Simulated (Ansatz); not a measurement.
Mn5Ge3, pressure series

The parent structure is Mn5Ge3 (space group P6_3/mcm, No. 193; a = 7.012 Å, c = 4.874 Å; ferromagnetic; a cell from a computed database, its experimental status unchecked).

Cell and atoms are relaxed at each pressure.

Level of theory: PBEsol (Ansatz, a program for electronic structure), no spin-orbit coupling.

```csv
pressure (GPa),volume per atom (Å³/atom)
0,12.973
0.3,12.946
0.7,12.911
1.5,12.843
3,?
5,12.561
7.5,12.375
10,12.198
```

### Question
Fit the third-order Birch–Murnaghan form P(V) = (3B₀/2)[(V₀/V)^(7/3) − (V₀/V)^(5/3)]·[1 + (3/4)(B₀′ − 4)((V₀/V)^(2/3) − 1)] (squares taken in P) to the rows shown and predict the withheld row.

### Answer
Least squares on the printed values gives V₀ = 12.972 Å³/atom, B₀ = 148 GPa, B₀′ = 3.2; this predicts 12.719 Å³/atom, and the run gives 12.718 Å³/atom, in agreement.

Other magnetic orders, which the real material may have, were not ruled out. Load acts through the strain it causes; cell and atoms are relaxed under it. No phonon test of stability was made. Competing high-pressure phases were not computed.
